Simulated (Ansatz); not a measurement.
# Si vacancy + S on the Si site (V_Si+S_Si) (silicon host)

Level of theory: PBE, PAW (plane waves to 420 eV; Ansatz, a quantum-chemistry and plane-wave program). The supercell holds 64 host sites (2×2×2 repeats of the unit cell), with a 2×2×2 shifted k-point sampling for the final energies. Sites at the start: the Si site; Si 2.37 Å away. Finite-size correction: monopole term and site-potential alignment. Dielectric constants: PBE linear response of the host. Host gap at this level: 0.61 eV. A cell of this size leaves errors of a few tenths of an eV. The semilocal functional narrows the gap, so deep levels can fall outside it. Spin–orbit coupling is left out. Each state is the lowest found from its start.

Formation energies E_f are given with the Fermi level at the valence-band maximum. Chemical conditions: impurity bounded by its compound with the host (Δμ(Si) = 0.00 eV, Δμ(S) = -1.03 eV, bounded by SiS2 (Ibam); only phases computed here count, gases as isolated molecules at 0 K). Reference phases: S: S8 molecule in a box, Si: silicon.

| charge | moment (μB) | largest move off a lattice site (Å) | image correction with alignment (eV) | E_f, impurity bounded by its compound with the host (eV) | above the lowest spin state (eV) |
|---|---|---|---|---|---|
| +1† | fractional | 0.22 | -0.07 | – | 0.00 |
| 0† | fractional | 0.30 | 0.03 | 3.62 | 0.00 |
| 0† | not spin-polarised | 0.40 | 0.03 | 3.62 | 0.00 |
| −1† | 1.0 | 0.38 | 0.32 | – | 0.00 |
| −1† | 1.0 | 0.38 | 0.32 | – | 0.00 |
| −2† | not spin-polarised | 0.47 | 0.82 | – | 0.00 |

† Not settled in this cell, so no level is given: charge +1: fractional moment, a level filled in part, carriers not clearly localised; charge 0: fractional moment, a dipole correction that the other charges lack; charge −1: a level filled in part, level within 0.1 eV of a band edge or past it; charge −2: carriers not clearly localised, level within 0.1 eV of a band edge or past it.

Starting moments that weren't kept: charge +1 began with 1 μB and ended with 0.5; charge 0 began with 2 μB and ended with 0.5; charge −1 began with 3 μB and ended with 1.0.

All states together cost about 2.4 core-hours (a rough figure).
